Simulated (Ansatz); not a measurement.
The reference is BeSe in the zinc blende structure (space group F-43m, No. 216; a = 5.129 Å).

The change: cell and atoms relaxed at a pressure of 5 GPa.

Levels (all Ansatz, a first-principles code, PAW): PBEsol (420 eV, without spin-orbit coupling); HSE06+SOC (420 eV, noncollinear with spin-orbit coupling).

The geometry is relaxed with PBEsol.

| Quantity | Value |
|---|---|
| PBEsol valence-band top at Γ | 0.00, 0.00, 0.00 eV |
| PBEsol lowest conduction level above the VBM at special points | X 2.34 eV; U 3.57 eV; K 3.57 eV; Γ 4.71 eV |

Question: What does HSE06+SOC give at this geometry for the valence-band top at Γ and lowest conduction level above the VBM at special points?

Answer: The valence-band top at Γ (three highest Kramers pairs, from the VBM) becomes 0.00, 0.00, -0.48 eV (PBEsol: 0.00, 0.00, 0.00 eV); the lowest conduction level above the VBM at special points becomes X 3.15 eV; U 4.42 eV; K 4.42 eV; Γ 5.83 eV (PBEsol: X 2.34 eV; U 3.57 eV; K 3.57 eV; Γ 4.71 eV). The threefold valence maximum splits by Δso ≈ 0.48 eV.

Single points use the geometry relaxed with PBEsol. HSE06 was sampled on its mesh, a few special points and the semilocal edge points, so its gap is an upper bound. Differences between runs with and without spin-orbit coupling are approximate. The levels and masses belong to the bands next to the band gap. Load acts through the strain it causes; cell and atoms are relaxed under it. Whether these cells are dynamically stable was not tested. Competing high-pressure phases were not computed.
